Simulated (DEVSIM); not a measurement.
Device: illuminated Si p-on-n cell, one wavelength, at 300 K.

| layer (left to right) | material | thickness (μm) | Nd (cm⁻³) | Na (cm⁻³) | τn (s) | τp (s) | absorption coefficient (cm⁻¹) |
|---|---|---|---|---|---|---|---|
| 1 | Si | 0.310 | - | 1.1e18 | 2.2e-5 | 0.00015 | 300 |
| 2 | Si | 210 | 1.9e17 | - | 0.00027 | 0.00027 | 300 |

Left contact: ohmic, minority electron recombination velocity 500 cm/s. Right contact: ohmic, minority hole recombination velocity 1000 cm/s. Voltage is applied to the left contact. Recombination: SRH at mid-gap, radiative, Auger. Light enters at the left, 1.1e17 photons cm⁻² s⁻¹, one pass, no reflection. Mobility is constant in doping.

This is a model device: material constants are rounded textbook-type values typed into the input, and sizes, dopings and lifetimes were drawn at random. Values at 300 K.

```
parameter           Si
-------------  -------
gap (eV)         1.124
affinity (eV)     4.05
permittivity      11.7
Nc (cm⁻³)      2.86e19
Nv (cm⁻³)       3.1e19
μn (cm²/Vs)       1417
μp (cm²/Vs)        470
B (cm³/s)      4.7e-15
Cn (cm⁶/s)     2.8e-31
Cp (cm⁶/s)     9.9e-32
```

Simulated with DEVSIM: 1D drift-diffusion, Boltzmann statistics, complete ionisation; no tunnelling, impact ionisation, image-force lowering or self-heating.

### Question
Tabulate band edges, carrier densities and field at zero bias, in the dark.

### Answer
Energies count from the Fermi level of the right contact; mesh points crowd at the junctions.

```tsv
x (μm)	Ec (eV)	Ev (eV)	n (cm⁻³)	p (cm⁻³)	field (V/cm)
0.000	1.038	-0.086	110	1.1e18	≈ 0
0.03444	1.038	-0.086	110	1.1e18	≈ 0
0.1056	1.038	-0.086	110	1.1e18	≈ 0
0.2211	1.038	-0.086	110	1.1e18	≈ 0
0.2967	1.026	-0.098	170	6.9e17	-29000
0.3236	0.630	-0.494	7.4e8	1.6e11	-170000
0.3821	0.143	-0.981	1.1e17	1000	-13000
0.6131	0.130	-0.994	1.9e17	610	≈ 0
1.122	0.130	-0.994	1.9e17	610	≈ 0
2.339	0.130	-0.994	1.9e17	610	≈ 0
5.534	0.130	-0.994	1.9e17	610	≈ 0
18.14	0.130	-0.994	1.9e17	610	≈ 0
45.93	0.130	-0.994	1.9e17	610	≈ 0
113.5	0.130	-0.994	1.9e17	610	≈ 0
181.9	0.130	-0.994	1.9e17	610	≈ 0
199.2	0.130	-0.994	1.9e17	610	≈ 0
205.8	0.130	-0.994	1.9e17	610	≈ 0
208.6	0.130	-0.994	1.9e17	610	≈ 0
209.8	0.130	-0.994	1.9e17	610	≈ 0
210.1	0.130	-0.994	1.9e17	610	≈ 0
210.2	0.130	-0.994	1.9e17	610	≈ 0
210.3	0.130	-0.994	1.9e17	610	≈ 0
```
